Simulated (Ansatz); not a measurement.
**A computed series for Ru: response to strain**

The reference is Ru in the hcp (Mg type) structure (space group P6_3/mmc, No. 194; a = 2.676 Å, c = 4.224 Å; relaxed with 0.1 eV smearing).

Strains are applied to the cell and any free atomic positions relax.

Level of theory: Ansatz (a quantum-chemistry and plane-wave program) LDA, no spin-orbit coupling.

Notes on the quantities. energy relative to the base: free energy F; pressure: mean of the normal stresses, compression positive.

| change | energy relative to the base | pressure | shortest interatomic distance |
|---|---|---|---|
| base | 0 meV/atom | 0.0 GPa | 2.617 Å |
| isotropic strain −3.00 % | +136 meV/atom | 41.5 GPa | 2.538 Å |
| isotropic strain −1.50 % | +32 meV/atom | 18.5 GPa | 2.577 Å |
| isotropic strain −1.00 % | +14 meV/atom | 11.9 GPa | 2.590 Å |
| isotropic strain −0.50 % | +3.4 meV/atom | 5.7 GPa | 2.603 Å |
| isotropic strain +0.50 % | +3.3 meV/atom | -5.3 GPa | 2.630 Å |
| isotropic strain +1.00 % | +13 meV/atom | -10.2 GPa | 2.643 Å |
| isotropic strain +1.50 % | … | … | 2.656 Å |
| isotropic strain +2.00 % | +50 meV/atom | -18.9 GPa | 2.669 Å |
| isotropic strain +2.50 % | +77 meV/atom | -22.7 GPa | 2.682 Å |

### Question
What belongs in the blanks?

### Answer

- isotropic strain +1.50 %, energy relative to the base: +29 meV/atom
- isotropic strain +1.50 %, pressure: -14.7 GPa

Stability against distortions was not tested. All final runs are without spin polarisation.
